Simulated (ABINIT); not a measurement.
A self-consistent single point of CoSi2 (Fm-3m, 3 atoms in the cell) with ABINIT.

Computed with PBE, norm-conserving pseudopotentials (PseudoDojo nc-sr-05 PBE standard) (plane waves; ABINIT).

The change in words: lattice scaled by 0.98. Reference geometry:
```
CoSi2
1.0
    0.00000     2.70264     2.70264
    2.70264     0.00000     2.70264
    2.70264     2.70264     0.00000
Co Si
1 2
Direct
  0.00000   0.00000   0.00000
  0.75000   0.75000   0.75000
  0.25000   0.25000   0.25000
```

Reference input (self-consistent single point, DFT, PBE, plane waves, norm-conserving pseudopotentials (PseudoDojo nc-sr-05 PBE standard)): pseudos = [Co.upf, Si.upf]; ecut = 96 Ry; occopt = 3; tsmear = 0.00499791 Ha; ngkpt = 9 9 9; nshiftk = 1; shiftk = 0 0 0; potentials = PseudoDojo nc-sr-05 PBE standard; nband = 18; kptopt = 1; nstep = 80; tolvrs = 1e-12. This run's input differs from it in these lines:

```diff
@@ -5,5 +5,5 @@
 rprim
-        -0.0000000000    5.1072531929    5.1072531929
-         5.1072531929   -0.0000000000    5.1072531929
-         5.1072531929    5.1072531929   -0.0000000000
+        -0.0000000000    5.0051078267    5.0051078267
+         5.0051078267   -0.0000000000    5.0051078267
+         5.0051078267    5.0051078267   -0.0000000000
 natom 3
@@ -14,4 +14,4 @@
          0.0000000000    0.0000000000    0.0000000000
-         4.0539630000    4.0539630000    4.0539630000
-         1.3513210000    1.3513210000    1.3513210000
+         3.9728835000    3.9728835000    3.9728835000
+         1.3242945000    1.3242945000    1.3242945000
       Angstrom
```

Output, abridged:

```
--- !BeginCycle
solver: {iscf: 7, nstep: 80, nline: 4, wfoptalg: 0, }
tolerances: {tolvrs: 1.00E-12, }
...

     iter   Etot(hartree)      deltaE(h)  residm     vres2
 ETOT  1  -161.00119938636    -1.610E+02 2.179E-01 1.272E+02
 ETOT  2  -160.25872181384     7.425E-01 1.885E-02 9.009E+03
 ETOT  3  -161.10046303188    -8.417E-01 6.366E-03 3.169E+03
 ETOT  4  -160.78397389207     3.165E-01 1.283E-02 5.708E+03
 ETOT  5  -161.50850513823    -7.245E-01 3.477E-03 2.951E+02
   [... 6 lines left out ...]
 ETOT 12  -161.55018787132    -1.357E-10 1.452E-04 8.311E-09
 ETOT 13  -161.55018787133    -1.438E-11 7.878E-05 5.281E-09
 ETOT 14  -161.55018787134    -3.041E-12 7.089E-05 1.093E-10
 ETOT 15  -161.55018787133     8.782E-12 4.256E-05 1.461E-13
 At SCF step   15       vres2   =  1.46E-13 < tolvrs=  1.00E-12 =>converged.

 Cartesian components of stress tensor (hartree/bohr^3)
  sigma(1 1)= -2.41425129E-04  sigma(3 2)=  0.00000000E+00
  sigma(2 2)= -2.41425129E-04  sigma(3 1)=  0.00000000E+00
  sigma(3 3)= -2.41425129E-04  sigma(2 1)=  0.00000000E+00

 ----iterations are completed or convergence reached----

 reduced coordinates (array xred) for    3 atoms
       0.000000000000      0.000000000000      0.000000000000
       0.750000000000      0.750000000000      0.750000000000
       0.250000000000      0.250000000000      0.250000000000
 cartesian forces (eV/Angstrom) at end:
    1     -0.00000000000000    -0.00000000000000    -0.00000000000000
    2     -0.00000000000000    -0.00000000000000    -0.00000000000000
   [... lines left out ...]
 Fermi (or HOMO) energy (eV) =   9.53618   Average Vxc (eV)= -11.99232
   [... lines left out ...]
total_energy        : -1.61550187871327E+02
total_energy_eV     : -4.39600417482179E+03
band_energy         : -1.36280341347823E+01
...

-Cartesian components of stress tensor (GPa)         [Pressure=  7.1030E+00 GPa]
- sigma(1 1)= -7.10297133E+00  sigma(3 2)=  0.00000000E+00
- sigma(2 2)= -7.10297133E+00  sigma(3 1)=  0.00000000E+00
- sigma(3 3)= -7.10297133E+00  sigma(2 1)=  0.00000000E+00

 Calculation completed.
```

The run converged in 15 iterations. Against the reference run the free energy goes up by 6.1 meV/atom and the pressure goes from -4.00 to 7.10 GPa.

The starting cell comes from a database of computed structures (which also holds hypothetical and non-ambient phases and stackings), without a prior relaxation at this level. Its lattice was rescaled by a random factor within 2.5 % of one. For this run, on top of that: lattice scaled by 0.98. Spin polarisation is off. With a pressure of about 7 GPa the cell is away from its equilibrium volume at this level.

Cost on one core of a shared machine: roughly 80 s.
